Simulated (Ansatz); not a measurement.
```
Al3ScC3
1.0
    3.34267     0.00000     0.00000
   -1.67134     2.89484     0.00000
    0.00000     0.00000    16.63690
Sc Al C
2 6 6
Direct
  0.00000   0.00000   0.00000
  0.00000   0.00000   0.50000
  0.33333   0.66667   0.37132
  0.66667   0.33333   0.62868
  0.66667   0.33333   0.87132
  0.33333   0.66667   0.12868
  0.33333   0.66667   0.75000
  0.66667   0.33333   0.25000
  0.33333   0.66667   0.25000
  0.66667   0.33333   0.75000
  0.66667   0.33333   0.41415
  0.33333   0.66667   0.58585
  0.33333   0.66667   0.91415
  0.66667   0.33333   0.08585
```

**Question.** The LDA or GGA of the relaxation leaves this crystal with little or no gap. Does r2SCAN (Ansatz, an electronic-structure program) open one on the same cell?

**Answer.** Yes, about 0.27 eV on the k mesh, so it isn't safe to treat it as a metal.

Spin-orbit coupling is left out.

Formula and space group known from diffraction (Crystallography Open Database), not checked to be the room-temperature form: ScAl3C3 (P6_3/mmc).
